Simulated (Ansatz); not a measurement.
The reference is CuAu (space group P4/mmm, No. 123; relaxed with 0.1 eV smearing).

```xyz
2
Lattice="2.8694 0.0000 0.0000 0.0000 2.8694 0.0000 0.0000 0.0000 3.6452" Properties=species:S:1:pos:R:3 pbc="T T T"
Cu     0.0000     0.0000     0.0000
Au     1.4347     1.4347     1.8226
```

Cartesian axes are those of the cell as printed.

Level of theory: Ansatz (a quantum-chemistry and plane-wave program) PBE, spin-orbit coupling left out.

Strains are applied to the cell and any free atomic positions relax.

One change was made to it. Results:

```tsv
quantity	base	after
pressure (mean of the normal stresses, compression positive)	0.0 GPa	0.7 GPa
energy relative to the base (free energy F)	0 meV/atom	+0.2 meV/atom
```

Name the change that was made.
A. uniaxial strain ε_zz = +1.50 %
B. uniaxial strain ε_zz = −0.50 %
C. uniaxial strain ε_zz = −1.00 %

B, uniaxial strain ε_zz = −0.50 %. For comparison, the pressure in the other runs: uniaxial strain ε_zz = +1.50 % gives -2.0 GPa; uniaxial strain ε_zz = −1.00 % gives 1.4 GPa.

Stability against distortions was not tested. All final runs are without spin polarisation.
